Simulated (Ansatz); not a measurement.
# Computed paths: O vacancy in monoclinic ZrO2 strained by -1.5 % along x and y, z held, neutral cell

Consider O vacancy in monoclinic ZrO2 strained by -1.5 % along x and y, z held, neutral cell. Level of theory: PBE, PAW (plane waves to 420 eV; Ansatz, a quantum-chemistry and plane-wave program).

96-site cell at the strained lattice (strain from the relaxed PBE one, atoms relaxed), the Γ point alone, smearing 0.01 eV, spin-restricted, no finite-size correction. Energies are static. The charge state is imposed; whether it is stable for some Fermi level was not computed. Forms of the defect that were not tried may lie lower.

Barriers: single points on a 2×2×2 k-point mesh shifted by half a step at the bands' geometries (they differ from the bands' own by up to 0.16 eV, and are uncertain by about as much).

```tsv
Route	Start site over the lowest site run (eV)	Hop (Å)	Forward barrier (eV)	Backward barrier (eV)	Neighbours at the start	Neighbours at the saddle	Saddle order	Forward, on the band's own sampling (eV)
a nearby O atom hops onto the vacant site	0.08	2.68	1.40	1.40	O at 2.56, O at 2.58; Zr at 2.02, Zr at 2.06, Zr at 2.18 Å	Zr at 1.98, Zr at 2.20, Zr at 2.39 Å	not checked	1.37
a nearby O atom hops onto the vacant site	0.08	2.70	1.81	1.81	O at 2.57, O at 2.59; Zr at 2.03, Zr at 2.07, Zr at 2.18 Å	Zr at 1.93, Zr at 2.30 Å	not checked	1.78
a nearby O atom hops onto the vacant site	0.00	2.42	2.23	2.23	O at 2.52, O at 2.69, O at 2.70; Zr at 2.11, 2 Zr at 2.19, Zr at 2.32 Å	2 Zr at 1.99 Å	not checked, on a symmetry element	2.07
a nearby O atom hops onto the vacant site	0.08	2.43	2.20	2.27	O at 2.55, O at 2.67, 2 O at 2.71; Zr at 2.13, 2 Zr at 2.17, Zr at 2.29 Å	O at 2.54; Zr at 1.98, Zr at 1.99, Zr at 2.44 Å	not checked	2.07
```

Paths come from climbing-image nudged elastic band runs. Of the routes that converged and passed our checks, the lowest saddle point lies 1.48 eV above the lowest of the sites run (a nearby O atom hops onto the vacant site); other sites, such as split forms, and other routes may lie lower. A band can be held on a symmetry element, so unchecked saddle points there may be too high.
